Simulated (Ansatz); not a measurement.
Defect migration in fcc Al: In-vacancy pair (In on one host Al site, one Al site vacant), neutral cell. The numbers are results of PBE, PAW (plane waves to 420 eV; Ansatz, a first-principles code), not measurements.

Settings: 32 host sites, the relaxed PBE lattice, a 3×3×3 k-point mesh shifted by half a step, smearing 0.10 eV, spin-restricted, no image-charge correction. Static, classical nuclei. Forms of the defect that were not tried may lie lower.

Barriers: single points on a 5×5×5 k-point mesh shifted by half a step at the bands' geometries.

Relaxed starting cell (atoms counted from 1):

```yaml
crystal:
  lattice:
    - [8.08392, 0.00000, 0.00000]
    - [0.00000, 8.08392, 0.00000]
    - [0.00000, 0.00000, 8.08392]
  atoms:
    - { symbol: In, position: [0.99974, 0.02523, 0.02521] }
    - { symbol: Al, position: [0.99979, 0.00339, 0.49849] }
    - { symbol: Al, position: [0.99983, 0.49839, 0.00345] }
    - { symbol: Al, position: [0.99974, 0.49806, 0.49810] }
    - { symbol: Al, position: [0.49981, 0.99934, 0.99940] }
    - { symbol: Al, position: [0.49975, 0.99975, 0.50897] }
    - { symbol: Al, position: [0.49978, 0.50899, 0.99976] }
    - { symbol: Al, position: [0.49977, 0.50361, 0.50364] }
    - { symbol: Al, position: [0.99978, 0.25828, 0.74501] }
    - { symbol: Al, position: [0.99977, 0.74495, 0.25827] }
    - { symbol: Al, position: [0.99979, 0.75048, 0.75052] }
    - { symbol: Al, position: [0.49978, 0.25510, 0.25509] }
    - { symbol: Al, position: [0.49978, 0.25354, 0.74752] }
    - { symbol: Al, position: [0.49977, 0.74754, 0.25351] }
    - { symbol: Al, position: [0.49978, 0.75057, 0.75056] }
    - { symbol: Al, position: [0.26026, 0.00179, 0.26154] }
    - { symbol: Al, position: [0.25357, 0.00030, 0.74991] }
    - { symbol: Al, position: [0.24680, 0.49851, 0.25272] }
    - { symbol: Al, position: [0.25279, 0.50501, 0.74961] }
    - { symbol: Al, position: [0.73928, 0.00183, 0.26160] }
    - { symbol: Al, position: [0.74602, 0.00033, 0.74989] }
    - { symbol: Al, position: [0.75275, 0.49853, 0.25268] }
    - { symbol: Al, position: [0.74675, 0.50504, 0.74962] }
    - { symbol: Al, position: [0.26034, 0.26154, 0.00180] }
    - { symbol: Al, position: [0.24677, 0.25266, 0.49853] }
    - { symbol: Al, position: [0.25356, 0.74987, 0.00027] }
    - { symbol: Al, position: [0.25277, 0.74958, 0.50503] }
    - { symbol: Al, position: [0.73924, 0.26159, 0.00178] }
    - { symbol: Al, position: [0.75275, 0.25269, 0.49852] }
    - { symbol: Al, position: [0.74602, 0.74986, 0.00029] }
    - { symbol: Al, position: [0.74673, 0.74963, 0.50504] }
```

End state 1 differs by these moves (Å; atoms that move under 0.08 Å are left out):

```json
[
 {"atom": "1", "element": "In", "Δx": "0.00", "Δy": "1.65", "Δz": "1.65"},
 {"atom": "2", "element": "Al", "Δx": "0.00", "Δy": "-0.06", "Δz": "0.09"},
 {"atom": "3", "element": "Al", "Δx": "0.00", "Δy": "0.09", "Δz": "-0.06"},
 {"atom": "9", "element": "Al", "Δx": "0.00", "Δy": "-0.06", "Δz": "0.09"},
 {"atom": "10", "element": "Al", "Δx": "0.00", "Δy": "0.09", "Δz": "-0.06"},
 {"atom": "16", "element": "Al", "Δx": "0.00", "Δy": "-0.07", "Δz": "-0.07"},
 {"atom": "20", "element": "Al", "Δx": "0.00", "Δy": "-0.07", "Δz": "-0.07"},
 {"atom": "24", "element": "Al", "Δx": "0.00", "Δy": "-0.07", "Δz": "-0.07"},
 {"atom": "28", "element": "Al", "Δx": "0.00", "Δy": "-0.07", "Δz": "-0.07"}
]
```

**Question.** Estimate the forward and backward barriers to end state 1 that PBE, PAW returns for this input.

**Answer.** forward 0.24 eV, backward 0.24 eV; at the saddle point atom 1 has neighbours 4 Al at 2.72, 3 Al at 3.19, Al at 3.20 Å. The program found a first-order saddle point.
